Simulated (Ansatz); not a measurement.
Take InP in the zinc blende structure (space group F-43m, No. 216; a = 5.960 Å) as the base.

(Cell as relaxed with PBE.)

Levels (all Ansatz, an electronic-structure program, PAW, earlier PAW set): PBE (420 eV, spin-orbit coupling left out); PBEsol (420 eV, no SOC).

Each level relaxes its own structure.

```tsv
base	PBE	PBEsol
volume per atom	26.46 Å³	25.40 Å³
lattice parameter a	5.960 Å	5.879 Å
band gap	0.44 eV	0.57 eV
```

One thing is altered: the cell is scaled by 0.9453 in all directions; the atoms relax in the strained cell.

```json
[
 {"quantity": "hole mass (degenerate bands, along [100])", "PBE": "0.097, 0.37, 0.37 mₑ (at Γ)", "PBEsol": "[?]"},
 {"quantity": "valley order (the lowest conduction-band minima on the path, energy above the VBM, named in the base's zone)", "PBE": "Γ 1.35 eV; X along ⟨100⟩ 1.54 eV; L along ⟨111⟩ 1.78 eV", "PBEsol": "[?]"},
 {"quantity": "shift of the gap caused by the change", "PBE": "+0.91 eV", "PBEsol": "[?]"},
 {"quantity": "electron mass", "PBE": "0.098 mₑ (at Γ)", "PBEsol": "[?]"}
]
```

### Question
Predict the PBEsol column.

### Answer

- hole mass (degenerate bands, along [100]), PBEsol: 0.10, 0.34, 0.34 mₑ (at Γ)
- valley order (the lowest conduction-band minima on the path, energy above the VBM, named in the base's zone), PBEsol: X along ⟨100⟩ 1.31 eV; Γ 1.44 eV; L along ⟨111⟩ 1.76 eV
- shift of the gap caused by the change, PBEsol: +0.75 eV
- electron mass, PBEsol: 1.9 mₑ along k, 0.24 mₑ across (at X)

They order the valleys differently; PBE's shift of the gap caused by the change lies 0.16 eV above PBEsol's. Neither level is exact; PBEsol is the comparison here, not a measurement.

Effective masses come from finite differences of ±0.01 Å⁻¹. Along k means along the line from Γ to the band edge. Whether these cells are dynamically stable was not tested.
